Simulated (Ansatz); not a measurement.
Here is the system:

End structure of a constructed model of the (111) surface of fcc Au, (√3x√3)R30° layer of Sn, one a cell, on the site that continues the host's stacking (bottom of the slab: a bare face, its two planes held):

```xyz
19
Lattice="4.4094 2.5458 0.0000 -4.4094 2.5458 0.0000 0.0000 0.0000 30.5000" Properties=species:S:1:pos:R:3 pbc="T T T"
Au    -2.9396     1.6972     8.0924
Au     0.0000     1.6972     8.0924
Au     2.9396     1.6972     8.0924
Au    -1.4698     0.8486    10.4925
Au     1.4698     0.8486    10.4925
Au     0.0000     3.3943    10.4925
Au    -0.0043     0.0025    12.8812
Au    -1.4655     2.5483    12.8812
Au     1.4698     2.5408    12.8812
Au    -2.9396     1.6972    15.2646
Au     0.0000     1.6972    15.2842
Au     2.9396     1.6972    15.2842
Au    -1.4772     0.8529    17.6798
Au     1.4698     0.8400    17.6798
Au     0.0074     3.3986    17.6798
Au    -0.0791     0.0457    20.1517
Au    -1.3907     2.5914    20.1517
Au     1.4698     2.4544    20.1517
Sn    -2.9396     1.6972    22.2244
```

Slab: 19 atoms, 14.3 Å thick at the start; k 9x9x1, smearing 0.1 eV, dipole-corrected; 6 atoms held, the rest relaxed; symmetry of the start imposed; no spin, no spin-orbit, no U. It is one candidate, not shown to be the stable structure of the face.

Task: What work function of the top face does PBE (Ansatz, an electronic-structure program) give?

Result: 4.04 eV
